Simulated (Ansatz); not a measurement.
Worked calculations on one periodic cell of amorphous Si₂₄O₅₁Al₂: Si24O51Al2, 77 atoms, volume 1144.0 Å³, made by a melt-quench on the CHGNet potential and relaxed with DFT. O atoms were pushed apart under 1.9 Å during the dynamics, to hinder bonds among them. It is a model cell: composition and starting density were chosen by hand, and all elements were melted together. Cycles of charging were run to anneal it. All values below come from PBE, scalar-relativistic without spin-orbit coupling (plane waves to 420 eV, PAW; Ansatz, a quantum-chemistry and plane-wave program). Sampling: a 2×2×2 Γ-centred mesh; Fermi-Dirac width 0.02 eV; no spin polarisation. Its volume was held where the quench left it, its shape was free, and it stands at a mean pressure of 1.1 GPa with stress components up to 1.1 GPa; the relaxation ran on the zone centre alone. Its density went from a set 2.24 to 2.24 g/cm³. The cell is small and was quenched far faster than a real film, so it is one sample of the glass.

Question: Count formal charges (Si +4, O -2, Al +3). What does the count lead one to expect at the Fermi level, and what does the calculation give?

Answer: 24 × (+4) + 51 × (-2) + 2 × (+3) = 0. The charges balance, so the anion-derived valence states can be full and a gap can open. On this mesh the highest filled and lowest empty level lie 4.79 eV apart, the PBE gap of this cell, with a localised state at one edge or both.

Four energies for an added electron at PBE on the zone centre alone (charged cells in a uniform background, spin-polarised): neutral at the neutral geometry -45353.847 eV; charged at the neutral geometry -45347.782 eV; charged and relaxed -45348.162 eV; neutral at the charged geometry -45352.925 eV.

Question: Find the two relaxation energies and their sum, the reorganisation energy.

Answer: On charging: -45347.782 − (-45348.162) = 0.380 eV. On discharging: -45352.925 − (-45353.847) = 0.922 eV. The sum is 1.302 eV. The carrier's level spreads over 4 of the 77 atoms' worth, so it counts as localised, most on one Al atom with neighbours O 1.71 Å, O 1.72 Å, O 1.74 Å (neutral geometry). The values are uncorrected: the image energy of a point charge in this cell, 2.84 × 14.40 / (2 × 10.5) = 2.0 eV before screening, is screened by electrons alone at the fixed geometry and by ions too after relaxing, and the carrier can be spread before it relaxes, so each term can be off by up to that value times 1/ε∞, some tenths of an eV. PBE's self-interaction favours spread-out carriers, so a hybrid can localise more.

Four energies for a hole at PBE on the zone centre alone (charged cells in a uniform background, spin-polarised): neutral at the neutral geometry -45353.847 eV; charged at the neutral geometry -45354.893 eV; charged and relaxed -45354.988 eV; neutral at the charged geometry -45353.659 eV.

Question: Find the two relaxation energies and their sum, the reorganisation energy.

Answer: On charging: -45354.893 − (-45354.988) = 0.095 eV. On discharging: -45353.659 − (-45353.847) = 0.188 eV. The sum is 0.283 eV. The carrier's level spreads over 11 of the 77 atoms' worth, so it counts as partly localised, most on one O atom with neighbours Si 1.61 Å, Al 1.74 Å (neutral geometry). The values are uncorrected: the image energy of a point charge in this cell, 2.84 × 14.40 / (2 × 10.5) = 2.0 eV before screening, is screened by electrons alone at the fixed geometry and by ions too after relaxing, and the carrier can be spread before it relaxes, so each term can be off by up to that value times 1/ε∞, some tenths of an eV. PBE's self-interaction favours spread-out carriers, so a hybrid can localise more.
